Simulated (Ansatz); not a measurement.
Structure of amorphous Ga$_{24}$O$_{37}$Mg (periodic cell):

```xyz
62
Lattice="9.0306 0.1674 -0.0694 0.1674 9.3996 0.0747 -0.0694 0.0747 9.0655" Properties=species:S:1:pos:R:3 pbc="T T T"
Ga     1.7852     8.8222     3.7657
Ga     5.6626     7.8964     6.4925
Ga     2.4328     3.0759     5.1795
Ga     9.0291     5.1741     0.4509
Ga     5.7813     1.6919     5.4126
Ga     6.5391     5.9062     2.2768
Ga     2.4329     6.0434     2.2947
Ga     7.3207     8.5515     3.8050
Ga     7.0672     2.6405     1.5798
Ga     4.3314     4.9447     0.1610
Ga     2.1012     0.0610     0.5274
Ga     4.7473     1.8896     8.7161
Ga     3.2500     6.4909     5.4204
Ga     6.3261     5.2411     5.1928
Ga     4.3394     1.0454     2.6649
Ga     2.9794     0.4036     6.5116
Ga     7.8324     0.6065     7.9428
Ga     1.8735     7.0026     8.2802
Ga     8.9241     4.2265     3.3979
Ga     5.9646     8.1576     0.6275
Ga     8.6771     6.5600     6.5223
Ga     8.9128     1.5506     4.7085
Ga     4.4720     3.9146     3.4470
Ga     1.9373     3.2480     8.3467
O      2.4360     2.3298     6.8231
O      0.6034     3.1568     4.9235
O      5.3743     6.4118     0.6716
O      2.3719     7.0918     3.8148
O      8.2859     2.5251     2.9199
O      6.6779     8.5396     8.0121
O      0.8592     4.9872     2.1566
O      2.9672     1.9028     0.2696
O      1.5682     0.4804     5.2255
O      7.6271     1.3945     6.1473
O      2.5772     0.2930     2.3675
O      0.1419     3.5363     8.5931
O      8.9522     9.3753     3.6472
O      7.5914     5.0896     6.5780
O      7.3183     4.5528     1.0998
O      7.3380     7.6933     5.5152
O      4.9790     6.1294     6.3531
O      5.8510     3.4435     4.8958
O      2.5774     5.1047     8.3891
O      7.7622     5.5576     3.8217
O      0.2748     0.2899     8.9977
O      6.8628     1.9321     8.9234
O      5.3039     2.6484     2.1130
O      4.8006     1.1088     6.9097
O      3.5698     4.6394     1.8775
O      5.2597     5.6922     3.6008
O      7.0411     7.7374     2.1523
O      3.6661     2.2002     4.0741
O      3.0723     4.7174     4.7010
O      5.1474     3.7062     8.3179
O      2.2031     7.3529     1.0230
O      8.9895     6.7480     8.4202
O      4.8928     0.2887     0.9407
O      5.7944     0.4582     3.9382
O      1.5042     6.7508     6.3925
O      2.8651     8.7055     8.0720
O      4.0539     8.3727     5.6284
Mg     7.1572     3.7380     7.9259
```

These are PBE, scalar-relativistic without spin-orbit coupling (plane waves to 420 eV, PAW; Ansatz, a program for electronic structure) values and carry that method's errors.

It comes from a melt-quench run on a machine-learned potential (CHGNet), relaxed afterwards by DFT. O atoms were pushed apart under 1.9 Å during the dynamics, to hinder bonds among them. The hot cell started wider than the set density and was brought back towards it in steps. It is the lowest in DFT energy of 2 quenches. It is a model cell: composition and starting density were chosen by hand, and all elements were melted together. No dispersion term was used. Its density started from a set value of 4.94 and ended at 4.94 g/cm³. The quench (nominally 330 K/ps over its main leg) was far faster than any real one, so the model tends to hold more defects than a real film. A cell of this size samples the disorder only roughly. The volume was held where the preparation left it and the shape relaxed, at a PBE pressure of 1.0 GPa. Stress components on the final sampling reach 1.1 GPa.

Neighbours within Ga-Ga 2.68 Å, Ga-O 2.28 Å, Ga-Mg 2.94 Å, O-O 1.58 Å, O-Mg 2.48 Å, Mg-Mg 3.19 Å count as bonded. Two cations that share two anions don't count as bonded, nor two that share one unless they lie closer than Ga-Ga 2.61 Å, Ga-Mg 2.86 Å, Mg-Mg 3.10 Å.

### Question
Give the coordination numbers, mean bond lengths and angles.

### Answer

```yaml
Mean coordination of Ga by anions: 4.46 (14 with 4, 9 with 5, 1 with 6)
Mean coordination of O: 3.03 (1 with 2, 34 with 3, 2 with 4)
Mean coordination of Mg by anions: 5.00 (1 with 5)
Mean Ga-O bond: 1.924 Å (spread 0.075 Å, 107 counted)
Mean O-Mg bond: 2.121 Å (spread 0.154 Å, 5 counted)
Bond angle at Ga: mean 107.6°, spread 21.4°
Bond angle at O: mean 115.9°, spread 16.8°
Bond angle at Mg: mean 103.2°, spread 30.2°
```

### Question
Which atoms depart from the most common coordination of their element?

### Answer
Ga6 has 5 (O50 1.85 Å, O51 1.90 Å, O39 1.96 Å, O44 2.00 Å, O27 2.05 Å); Ga11 has 5 (O45 1.86 Å, O35 1.91 Å, O60 1.92 Å, O32 2.05 Å, O55 2.15 Å); Ga12 has 5 (O54 1.90 Å, O32 1.95 Å, O48 1.97 Å, O57 2.00 Å, O46 2.13 Å); Ga13 has 5 (O53 1.92 Å, O28 1.93 Å, O41 2.00 Å, O59 2.02 Å, O61 2.06 Å); Ga14 has 5 (O38 1.88 Å, O42 1.88 Å, O50 1.97 Å, O41 1.99 Å, O44 2.01 Å); Ga15 has 5 (O35 1.94 Å, O52 1.94 Å, O47 1.95 Å, O57 1.96 Å, O58 2.02 Å); Ga16 has 5 (O60 1.87 Å, O33 1.91 Å, O61 1.95 Å, O48 1.99 Å, O25 2.03 Å); Ga18 has 5 (O55 1.88 Å, O59 1.94 Å, O56 1.97 Å, O60 1.98 Å, O43 2.03 Å); Ga22 has 5 (O26 1.92 Å, O34 1.94 Å, O37 1.95 Å, O33 1.96 Å, O29 2.13 Å); Ga23 has 6 (O49 1.95 Å, O50 1.95 Å, O52 2.00 Å, O47 2.02 Å, O53 2.04 Å, O42 2.05 Å); O39 has 4 (Ga4 1.93 Å, Ga6 1.96 Å, Ga9 1.99 Å, Mg62 2.41 Å); O45 has 2 (Ga17 1.78 Å, Ga11 1.86 Å); O46 has 4 (Ga9 1.90 Å, Ga17 1.91 Å, Mg62 2.08 Å, Ga12 2.13 Å).

### Question
List the pairs of like atoms that count as bonded by the rules above.

### Answer
There are none by these rules.
